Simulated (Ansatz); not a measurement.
Base system: KF in the rock salt structure (space group Fm-3m, No. 225; a = 5.4207 Å).

Calculations: plane-wave PAW DFT at the PBE level (Ansatz, a quantum-chemistry and plane-wave program, 420 eV), without spin-orbit coupling.

Now apply this change: every lattice vector is stretched by 3.00 %; the atoms relax in the strained cell.

Q: How does this affect the mean gap deformation potential ΔEg/Δln V?

A: The mean gap deformation potential ΔEg/Δln V is -4.7 eV.

Semilocal Kohn–Sham gaps tend to fall short of experiment. No phonon test of stability was made.
